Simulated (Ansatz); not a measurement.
## Band gap of Zn(OH)2 (P2₁2₁2₁, No. 19; structure not from a measured cell) at several levels of theory

No measured value is used here.

```json
[
 {"level (code)": "LDA (Ansatz)", "value (eV)": "(withheld)", "cell (Å³/atom)": "9.56"},
 {"level (code)": "PBEsol (Ansatz)", "value (eV)": "3.00", "cell (Å³/atom)": "10.10"},
 {"level (code)": "HSE06 (Ansatz)", "value (eV)": "4.90", "cell (Å³/atom)": "10.10"},
 {"level (code)": "PBE0 (Ansatz)", "value (eV)": "5.64", "cell (Å³/atom)": "10.10"}
]
```

### Question
Complete the blanks.

### Answer

- LDA (Ansatz, a program for electronic structure), value (eV): 2.95

Computed values are for a static lattice.  LDA, PBEsol, HSE06, PBE0: the gap is read on the k mesh or supercell of the run alone and can be too large. LDA, PBEsol: the relaxation could not lower the start's symmetry, so the cell can be a saddle point above a distorted one. Values are at the level's own equilibrium cell; HSE06 at the PBEsol cell; PBE0 at the PBEsol cell. K meshes differ between the levels. Ansatz's density-functional and Hartree–Fock values are scalar-relativistic unless marked +SOC, with PAW data made under PBE.
